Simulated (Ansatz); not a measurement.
hypothetical ReO3 type CoCl3 with two functionals

Take CoCl3 in the ReO3 type structure (space group Pm-3m, No. 221; a = 4.6537 Å; ferromagnetic; a hypothetical phase, not in the database extracts checked) as the base.

(Cell as relaxed with PBE.)

Levels (all Ansatz, a quantum-chemistry and plane-wave program, PAW): PBE (420 eV, no SOC); PBEsol (420 eV, no SOC).

Each level relaxes its own structure.

```csv
quantity,PBE,PBEsol
volume per atom,25.20 Å³,23.65 Å³
lattice parameter a,4.654 Å,4.557 Å
band gap,zero,zero
magnetic state,ferromagnetic,ferromagnetic
largest site moment,1.99 μB,1.77 μB
```

PBE's volume per atom lies 1.544 Å³ above PBEsol's (6.5 %); PBE's lattice parameter a lies 0.097 Å above PBEsol's (2.1 %); PBE's largest site moment lies 0.22 μB above PBEsol's; the two agree on the band gap and magnetic state. Neither level is exact; PBEsol is the comparison here, not a measurement.

Stability against distortions was not tested. No Hubbard U is applied and the magnetic state is the run's own (CoCl3 ferromagnetic); other magnetic orders, which need larger cells, were not tried and can change the gap.
